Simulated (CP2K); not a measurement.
Band structure of Na2S (Fm-3m, 3 atoms in the cell).

```
CELL_PARAMETERS angstrom
      4.59500     0.00000     0.00000
      2.29750     3.97939     0.00000
      2.29750     1.32646     3.75180
ATOMIC_POSITIONS crystal
  Na 0.25000 0.25000 0.25000
  Na 0.75000 0.75000 0.75000
  S  0.00000 0.00000 0.00000
```

Level of theory: PBE, GPW, DZVP-MOLOPT-SR-GTH basis, GTH-PBE potentials (GTH_POTENTIALS) run with CP2K.

Settings: CUTOFF = 950 Ry; REL_CUTOFF = 40 Ry; KPOINTS/SCHEME = MONKHORST-PACK 5 5 5; XC_FUNCTIONAL = PBE; Na/BASIS_SET = DZVP-MOLOPT-SR-GTH; Na/POTENTIAL = GTH-PBE-q9; S/BASIS_SET = DZVP-MOLOPT-SR-GTH; S/POTENTIAL = GTH-PBE-q6; METHOD = GPW; EPS_DEFAULT = 1e-11; EXTRAPOLATION = USE_GUESS; NGRIDS = 5; SCF_GUESS = ATOMIC; EPS_SCF = 1e-06.

The starting cell comes from a database of computed structures (which also holds hypothetical and non-ambient phases and stackings), without a prior relaxation at this level. Values carry the incompleteness of an atom-centred basis.

Predict the gap along the standard path and the places of the band edges.

The gap along the path is 2.49 eV, direct at Γ to within 0.01 eV.

Levels in eV from the top of the valence band on the SCF mesh, bands 9 to 13:
```json
[
 {"point": "Γ", "9": "-10.07", "10": "0.00", "11": "0.00", "12": "0.00", "13": "2.49"},
 {"point": "X", "9": "-9.71", "10": "-1.55", "11": "-0.53", "12": "-0.53", "13": "4.03"},
 {"point": "W", "9": "-9.73", "10": "-1.09", "11": "-1.09", "12": "-0.66", "13": "4.99"},
 {"point": "K", "9": "-9.74", "10": "-1.30", "11": "-1.02", "12": "-0.41", "13": "4.73"},
 {"point": "L", "9": "-9.82", "10": "-1.75", "11": "-0.16", "12": "-0.16", "13": "4.78"},
 {"point": "U", "9": "-9.74", "10": "-1.30", "11": "-1.02", "12": "-0.41", "13": "4.73"}
]
```

Higher empty bands are left out: an atom-centred basis made for the valence describes them poorly.
